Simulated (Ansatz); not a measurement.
The starting structures come from a database of crystals and need not be the phases stable at ambient conditions.

Inside the gap of an insulator the Bloch states are evanescent, with a wavenumber k + iκ along the transport direction.

```
V2O5
1.0
    4.72428     0.00000     0.00000
    0.00000     5.39245     0.00000
    2.36214    -1.42149     5.67986
V O
4 10
Cartesian
  3.49720   3.04339   4.05679
  3.58922   0.92756   1.62308
  1.13506   3.62379   1.62308
  5.95136   0.34717   4.05679
  5.00854   1.68199   4.43075
  2.07788   2.28897   1.24912
  2.64640   4.98520   1.24912
  4.44002  -1.01424   4.43075
  5.05583   0.13116   2.31102
  2.03059   3.83980   3.36884
  2.69369   1.14357   3.36884
  4.39273   2.82739   2.31102
  0.54221   4.04434   0.00000
  4.18207   1.34811   0.00000
```

Space group of this cell: C2/c. The cell is strained (lengths along the current scaled by 0.97, ions clamped); by r2SCAN its mean pressure is -5.8 GPa.

Transport runs along the normal of the first two printed cell vectors.

The gap is the functional's own. No spin-orbit coupling. Mid-gap values are interpolated on the energy grid.

Problem. Compute, with r2SCAN in Ansatz (a quantum-chemistry and plane-wave program), the band gap and the smallest decay constant κ at mid-gap.

Solution. Gap 1.48 eV on a 8×6×8 mesh; κ = 0.245 1/Å, at (0.000, 0.333) of the in-plane reciprocal vectors. At the zone centre, at the nearest computed energy, the slowest state has κ = 0.27 1/Å.
